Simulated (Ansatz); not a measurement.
**A computed series for Al2O3: pressure series**

Consider Al$_{2}$O$_{3}$ in the corundum structure (space group R-3c, No. 167; a = 4.809 Å, c = 13.124 Å (hexagonal axes)).

Cell and atoms are relaxed at each pressure.

Calculations: PBE (Ansatz, a program for electronic structure; PAW; 420 eV plane waves; no spin-orbit coupling).

Candidates:
(a) pressure −1 GPa
(b) pressure 0.9 GPa
(c) pressure 30 GPa

Before the change:

```
Quantity   Result
--------  -------
Band gap  5.85 eV
```

**Question.** Order them by band gap, lowest first.

**Answer.** (a) pressure −1 GPa (5.80 eV), (b) pressure 0.9 GPa (5.90 eV), (c) pressure 30 GPa (7.15 eV)

Load acts through the strain it causes; cell and atoms are relaxed under it. Whether these cells are dynamically stable was not tested. No other phases were tried under pressure.
